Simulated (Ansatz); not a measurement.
The starting structures come from a database of crystals and need not be the phases stable at ambient conditions.

Where the default PAW files enter, the runs use the earlier of Ansatz's two default sets.

The decay constant κ of evanescent states in the gap governs leakage through a thin film.

Data:

```
CELL_PARAMETERS angstrom
      3.68318     0.00000     0.00000
      0.00000     3.68318     0.00000
      1.84159    -1.84159     2.60440
ATOMIC_POSITIONS crystal
  Mg 0.00000 0.00000 0.00000
  S  0.50000 0.50000 0.00000
```

Space group of this cell: Fm-3m, rock salt. The cell is taken as given; by PBEsol its mean pressure is -1.2 GPa.

Transport runs along the normal of the first two printed cell vectors, the (001) plane of the conventional cell.

The gap is the functional's own, uncorrected, and κ follows it; spin-orbit coupling is left out. Mid-gap means the computed energy nearest the middle.

Problem. Predict the band gap and the smallest decay constant κ at mid-gap from PBEsol run with Ansatz (a quantum-chemistry and plane-wave program).

Solution. Gap 2.70 eV on a 12×12×12 mesh; κ = 0.222 1/Å, at the zone centre.
